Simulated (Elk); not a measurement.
A self-consistent single point of CdS (P1, 2 atoms in the cell) with Elk.

Method of the run: LDA (PW92), all-electron FP-LAPW, Elk's shipped species files, default APW+lo basis (Elk).

```
CELL_PARAMETERS angstrom
      0.00000     2.94295     2.94295
      2.94295     0.00000     2.94295
      2.94295     2.94295     0.00000
ATOMIC_POSITIONS crystal
  Cd 0.99446 0.00244 0.99792
  S  0.25554 0.24756 0.25208
```

Reference input (self-consistent single point, DFT, PBE, all-electron FP-LAPW, Elk's shipped species files, default APW+lo basis): xctype = 20; swidth = 0.00183747 Ha; ngridk = 7 7 7; maxscl = 100. This run's input differs from it in these lines:

```diff
@@ -2,5 +2,2 @@
   0
-
-xctype
-  20
```

The program printed (abridged):

```
│ Self-consistent loop started │
│ Loop number : 1 │
 total energy                :     -5990.25475428
│ Loop number : 2 │
 total energy                :     -5993.57832704
RMS change in Kohn-Sham potential (target) :   0.7324165920E-01 (  0.1000000000E-05)
Absolute change in total energy (target)   :    3.323572755     (  0.1000000000E-03)
│ Loop number : 3 │
 total energy                :     -5991.01227722
RMS change in Kohn-Sham potential (target) :   0.1495087687     (  0.1000000000E-05)
Absolute change in total energy (target)   :    1.735156630     (  0.1000000000E-03)
│ Loop number : 4 │
   [... lines left out ...]
Absolute change in total energy (target)   :   0.3533097497E-03 (  0.1000000000E-03)
│ Loop number : 17 │
 total energy                :     -5989.04558277
RMS change in Kohn-Sham potential (target) :   0.3551968302E-06 (  0.1000000000E-05)
Absolute change in total energy (target)   :   0.1809741525E-03 (  0.1000000000E-03)
│ Loop number : 18 │
 total energy                :     -5989.04556841
RMS change in Kohn-Sham potential (target) :   0.1069725126E-06 (  0.1000000000E-05)
Absolute change in total energy (target)   :   0.3088367248E-04 (  0.1000000000E-03)
Convergence targets achieved

│ Loop number : 19 │

Energies :
 Fermi                       :     0.970122689045E-01
 total energy                :     -5989.04555925

Density of states at Fermi energy :   0.4234020399E-02
 (states/Hartree/unit cell)

Estimated indirect band gap :   0.2886234929E-01
 from k-point      1 to k-point      1
Estimated direct band gap   :   0.2886234929E-01
 at k-point      1

Charges :
 core                        :    40.00000000
 valence                     :    24.00000000
 interstitial                :    3.113005784
 muffin-tins (core leakage)
  species :    1 (Cd)
   atom    1                 :    46.54074051     (  0.3372493578E-03)
  species :    2 (S)
   atom    1                 :    14.34625371     (  0.9755599625E-04)
 total in muffin-tins        :    60.88699422
 total calculated charge     :    63.99657666
 total charge                :    64.00000000
 error                       :   0.3423337592E-02

│ Self-consistent loop stopped │
```

The run converged in 19 iterations. The count includes the last loop, which Elk runs after its targets are met. Against the reference run the gap on the mesh goes from 1.014 to 0.785 eV.

The starting cell comes from a database of computed structures (which also holds hypothetical and non-ambient phases and stackings), without a prior relaxation at this level. Its atoms were displaced at random from the sites of space group no. 216. Values depend on the basis (sphere radii, cutoffs, local orbitals), which need not be converged.

Cost on one core of a shared machine: roughly 2 min.
